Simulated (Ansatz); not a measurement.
Results of PBE0 in Ansatz (PAW) for PbZrO3 (Amm2, No. 38, 5 atoms in the cell; start mp-20337; a measured phase of this formula has another space group).

Run with plane-wave cutoff 500 eV, 6×6×6 k mesh, gaussian smearing 0.02 eV, scalar-relativistic PAW data made under PBE.

Cell (relaxed with r²SCAN):

```cif
data_O6Pb2Zr2
_chemical_formula_sum 'Zr2 Pb2 O6'
_space_group_name_H-M_alt 'Amm2'
_space_group_IT_number 38
_space_group_name_Hall 'A 2 -2'
_cell_length_a 4.13383
_cell_length_b 5.89421
_cell_length_c 6.02319
_cell_angle_alpha 90.000
_cell_angle_beta 90.000
_cell_angle_gamma 90.000
loop_
_atom_site_label
_atom_site_type_symbol
_atom_site_symmetry_multiplicity
_atom_site_Wyckoff_symbol
_atom_site_fract_x
_atom_site_fract_y
_atom_site_fract_z
_atom_site_occupancy
Zr1 Zr 2 b 0.50000 0.50000 0.00722 1
Pb1 Pb 2 a 0.00000 0.00000 0.94805 1
O1 O 4 e 0.50000 0.26577 0.29632 1
O2 O 2 a 0.00000 0.00000 0.55908 1
```
(The calculation used a cell of 5 atoms; values per cell refer to that cell.)

**Question.** Predict the band gap.

**Answer.** 
- band gap: 4.36 eV (on the SCF k mesh)

Note: cell and atoms aren't relaxed at this level (largest force component 0.12 eV/Å, pressure -1.2 GPa).

Spin–orbit coupling is not included; with these elements it can move the gap by several tenths of an eV or more.

Static lattice: no zero-point or thermal effects.

The result took about 6 core-minutes (a rough figure).

A start named mp-… is a Materials Project structure, which need not be a measured phase.

Ansatz is an electronic-structure program.
